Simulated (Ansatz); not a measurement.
Partial pair distribution functions of a relaxed model of amorphous Si24O51Lu2, broadened by 0.06 Å; density 2.65 g/cm³. Calculation: PBE, scalar-relativistic without spin-orbit coupling (plane waves to 420 eV, PAW; Ansatz, an electronic-structure program).

A CHGNet melt-quench gave the starting glass, which DFT then relaxed. O atoms were pushed apart under 1.9 Å during the dynamics, to hinder bonds among them. The hot cell started wider than the set density and was brought back towards it in steps. It is the lowest in DFT energy of 2 quenches. It is a model cell: composition and starting density were chosen by hand, and all elements were melted together. No dispersion term was used. Its density started from a set value of 2.64 and ended at 2.65 g/cm³. The quench (nominally 400 K/ps over its main leg) was far faster than any real one, so the model tends to hold more defects than a real film. Values belong to this one cell and scatter from quench to quench. The volume was free in the relaxation, at fixed shape. Stress components on the final sampling reach 3.1 GPa.

```json
[
 {"r (Å)": "1.35", "g Si-O": "0.00", "g O-Lu": "0.00", "g Si-Si": "0.00", "g O-O": "0.00"},
 {"r (Å)": "1.45", "g Si-O": "0.35", "g O-Lu": "0.00", "g Si-Si": "0.00", "g O-O": "0.00"},
 {"r (Å)": "1.55", "g Si-O": "7.79", "g O-Lu": "0.00", "g Si-Si": "0.00", "g O-O": "0.00"},
 {"r (Å)": "1.65", "g Si-O": "15.51", "g O-Lu": "0.00", "g Si-Si": "0.00", "g O-O": "0.00"},
 {"r (Å)": "1.75", "g Si-O": "3.29", "g O-Lu": "0.00", "g Si-Si": "0.00", "g O-O": "0.00"},
 {"r (Å)": "1.85", "g Si-O": "0.08", "g O-Lu": "0.01", "g Si-Si": "0.00", "g O-O": "0.00"},
 {"r (Å)": "1.95", "g Si-O": "0.00", "g O-Lu": "1.02", "g Si-Si": "0.00", "g O-O": "0.00"},
 {"r (Å)": "2.05", "g Si-O": "0.00", "g O-Lu": "6.62", "g Si-Si": "0.00", "g O-O": "0.00"},
 {"r (Å)": "2.15", "g Si-O": "0.00", "g O-Lu": "4.42", "g Si-Si": "0.00", "g O-O": "0.00"},
 {"r (Å)": "2.25", "g Si-O": "0.00", "g O-Lu": "0.37", "g Si-Si": "0.00", "g O-O": "0.00"},
 {"r (Å)": "2.35", "g Si-O": "0.00", "g O-Lu": "0.13", "g Si-Si": "0.00", "g O-O": "0.04"},
 {"r (Å)": "2.45", "g Si-O": "0.00", "g O-Lu": "1.28", "g Si-Si": "0.00", "g O-O": "0.55"},
 {"r (Å)": "2.55", "g Si-O": "0.00", "g O-Lu": "2.32", "g Si-Si": "0.00", "g O-O": "3.46"},
 {"r (Å)": "2.65", "g Si-O": "0.00", "g O-Lu": "1.67", "g Si-Si": "0.00", "g O-O": "5.78"},
 {"r (Å)": "2.75", "g Si-O": "0.00", "g O-Lu": "1.03", "g Si-Si": "0.03", "g O-O": "3.44"},
 {"r (Å)": "2.85", "g Si-O": "0.01", "g O-Lu": "0.94", "g Si-Si": "0.77", "g O-O": "1.37"},
 {"r (Å)": "2.95", "g Si-O": "0.12", "g O-Lu": "0.93", "g Si-Si": "3.66", "g O-O": "0.65"},
 {"r (Å)": "3.05", "g Si-O": "0.21", "g O-Lu": "0.43", "g Si-Si": "5.06", "g O-O": "0.39"},
 {"r (Å)": "3.15", "g Si-O": "0.37", "g O-Lu": "0.13", "g Si-Si": "3.89", "g O-O": "0.49"},
 {"r (Å)": "3.25", "g Si-O": "0.52", "g O-Lu": "0.58", "g Si-Si": "1.61", "g O-O": "0.56"},
 {"r (Å)": "3.35", "g Si-O": "0.79", "g O-Lu": "0.63", "g Si-Si": "0.22", "g O-O": "0.49"},
 {"r (Å)": "3.45", "g Si-O": "1.16", "g O-Lu": "1.05", "g Si-Si": "0.01", "g O-O": "0.74"},
 {"r (Å)": "3.55", "g Si-O": "1.30", "g O-Lu": "0.69", "g Si-Si": "0.01", "g O-O": "0.72"},
 {"r (Å)": "3.65", "g Si-O": "1.31", "g O-Lu": "0.47", "g Si-Si": "0.13", "g O-O": "0.50"},
 {"r (Å)": "3.75", "g Si-O": "1.63", "g O-Lu": "0.46", "g Si-Si": "0.09", "g O-O": "0.36"},
 {"r (Å)": "3.85", "g Si-O": "1.38", "g O-Lu": "0.84", "g Si-Si": "0.18", "g O-O": "0.60"},
 {"r (Å)": "3.95", "g Si-O": "1.34", "g O-Lu": "1.31", "g Si-Si": "0.62", "g O-O": "0.72"},
 {"r (Å)": "4.05", "g Si-O": "1.80", "g O-Lu": "1.59", "g Si-Si": "0.51", "g O-O": "0.72"},
 {"r (Å)": "4.15", "g Si-O": "2.00", "g O-Lu": "0.76", "g Si-Si": "0.40", "g O-O": "0.76"},
 {"r (Å)": "4.25", "g Si-O": "1.63", "g O-Lu": "1.01", "g Si-Si": "0.65", "g O-O": "0.91"},
 {"r (Å)": "4.35", "g Si-O": "1.01", "g O-Lu": "1.27", "g Si-Si": "0.74", "g O-O": "0.90"},
 {"r (Å)": "4.45", "g Si-O": "0.77", "g O-Lu": "1.36", "g Si-Si": "0.69", "g O-O": "0.85"},
 {"r (Å)": "4.55", "g Si-O": "0.70", "g O-Lu": "1.51", "g Si-Si": "0.81", "g O-O": "0.89"},
 {"r (Å)": "4.65", "g Si-O": "0.78", "g O-Lu": "1.99", "g Si-Si": "0.99", "g O-O": "1.19"},
 {"r (Å)": "4.75", "g Si-O": "0.77", "g O-Lu": "1.33", "g Si-Si": "0.89", "g O-O": "1.32"},
 {"r (Å)": "4.85", "g Si-O": "0.69", "g O-Lu": "1.26", "g Si-Si": "1.56", "g O-O": "1.60"},
 {"r (Å)": "4.95", "g Si-O": "0.60", "g O-Lu": "1.68", "g Si-Si": "1.84", "g O-O": "1.68"},
 {"r (Å)": "5.05", "g Si-O": "0.65", "g O-Lu": "1.15", "g Si-Si": "1.45", "g O-O": "1.39"},
 {"r (Å)": "5.15", "g Si-O": "0.77", "g O-Lu": "0.62", "g Si-Si": "1.39", "g O-O": "1.27"},
 {"r (Å)": "5.25", "g Si-O": "0.82", "g O-Lu": "0.89", "g Si-Si": "1.48", "g O-O": "1.09"}
]
```

Within 1.90 Å each Si has 4.00 O neighbours on average.
